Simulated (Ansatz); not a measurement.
The parent structure is AlN in the zinc blende structure (space group F-43m, No. 216; a = 4.342 Å). Axes: x, y, z lie along the cube axes.

Computed with Ansatz (a first-principles code) LDA, spin-orbit coupling left out.

It is then changed as follows: a pure shear with ε_xy = ε_yx = 0.0171; the atoms relax in the strained cell.

**Question.** Predict the stress tensor and what it implies for the stiffness.

**Answer.** Stress of the strained cell less that of the base (GPa, compression positive):
```
   0.15   -6.42    0.00
  -6.42    0.15    0.00
   0.00    0.00   -0.09
```

Then −Δσ/γ with γ = 2ε = 0.0342 gives secant stiffness values (nonlinear terms included at this strain): C66 ≈ 188 GPa.

As a check, the harmonic strain energy −½ V₀ Δσ:ε is 7.0 meV/atom; the computed energy rise is 7.0 meV/atom.

No phonon test of stability was made. This is not the structure that AlN has at room temperature and ambient pressure.
